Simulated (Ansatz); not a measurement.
An Ansatz (a program for electronic structure) input (r2SCAN/PAW in Ansatz, no SOC):

Ansatz 0.2 input:
```yaml
crystal:
  lattice:
    - [2.7367149158, 0, 0]
    - [0, 2.7367149158, 0]
    - [0, 0, 3.6431015964]
  atoms:
    - { symbol: Cu, position: [0.5, 0.5, 0.5] }
    - { symbol: Au, position: [0, 0, 0] }
basis: { ecutwfc: 500, ecutrho_ratio: 4, xc_grid: 4, fft_grid_basis: typed }
kpoints: { mp_grid: { grid: [20, 20, 16] } }
hamiltonian:
  xc: r2scan
  dispersion: none
  pseudopotentials: { kind: paw }
scf: { occupations: { method: fermi_dirac, width: 0.1 } }
relax: { f_tol: 0.005, max_steps: 50, cell: { stress_tol: 0.01, fix: [a, b, gamma] } }
output: { forces: true, stress: true }
checkpoint: { write: state.ck, write_every: 1000 }
```

Which symmetry and how many k-points will the program report, and about how many plane waves at Γ?

Space group P4/mmm (ITA 123) with 16 operations, k-points 594 of 6400, and 657 plane waves at Γ.

And the final pressure?

3.32 GPa (compression positive).

The cells carry an imposed strain or load. Stability against distortions was not tested. All final runs are without spin polarisation. The cell was made from CuAu (space group P4/mmm, No. 123) by this change: biaxial strain −4.08 %, plane normal [001], relaxed out of plane.
